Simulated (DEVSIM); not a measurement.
System: illuminated Ge n-on-p cell, one wavelength, at 300 K.

```
layer (left to right)  material  thickness (μm)  Nd (cm⁻³)  Na (cm⁻³)  τn (s)  τp (s)  absorption coefficient (cm⁻¹)
---------------------  --------  --------------  ---------  ---------  ------  ------  -----------------------------
1                            Ge           0.140     4.3e18          -  8.1e-7  3.1e-6                          13000
2                            Ge             140          -     1.3e16  5.8e-5  5.8e-5                          13000
```

Left contact: ohmic, minority hole recombination velocity 60 cm/s. Right contact: ohmic, minority electron recombination velocity 90 cm/s. Voltage is applied to the left contact. Recombination: SRH at mid-gap, radiative, Auger. Light enters at the left, 3.2e17 photons cm⁻² s⁻¹, one pass, no reflection. Mobility is μmin + (μ − μmin)/(1 + (N/Nref)^α).

This is a model device: material constants are rounded textbook-type values typed into the input, and sizes, dopings and lifetimes were drawn at random. Values at 300 K.

| parameter | Ge |
|---|---|
| gap (eV) | 0.664 |
| affinity (eV) | 4 |
| permittivity | 16 |
| Nc (cm⁻³) | 1.04e19 |
| Nv (cm⁻³) | 6e18 |
| μn (cm²/Vs) | 3900 |
| μp (cm²/Vs) | 1900 |
| μn,min | 150 |
| μp,min | 100 |
| Nref,n | 2.6e17 |
| Nref,p | 4e17 |
| αn | 0.56 |
| αp | 0.6 |
| B (cm³/s) | 6.4e-14 |
| Cn (cm⁶/s) | 1e-31 |
| Cp (cm⁶/s) | 1e-31 |

Model (solved in DEVSIM): 1D drift-diffusion, Boltzmann statistics, complete ionisation; no tunnelling, impact ionisation, image-force lowering or self-heating.

The recombination velocity at the left contact was swept, all else fixed.

```tsv
recombination velocity at the left contact (cm/s)	largest power (mW/cm²)	open-circuit voltage (V)	fill factor	short-circuit current (mA/cm²)
10	9.47	0.268	0.69	51.2
60	9.47	0.268	0.69	51.2
100	9.46	0.268	0.69	51.2
1000	9.45	0.267	0.69	51.2
10000	9.36	0.265	0.69	51.2
1e5	8.75	0.250	0.69	50.8
1e6	7.15	(withheld)	(withheld)	(withheld)
1e7	6.45	0.209	0.65	47.3
```

### Question
Complete the blanks.

### Answer

- 1e6, open-circuit voltage (V): 0.222
- 1e6, fill factor: 0.66
- 1e6, short-circuit current (mA/cm²): 48.9
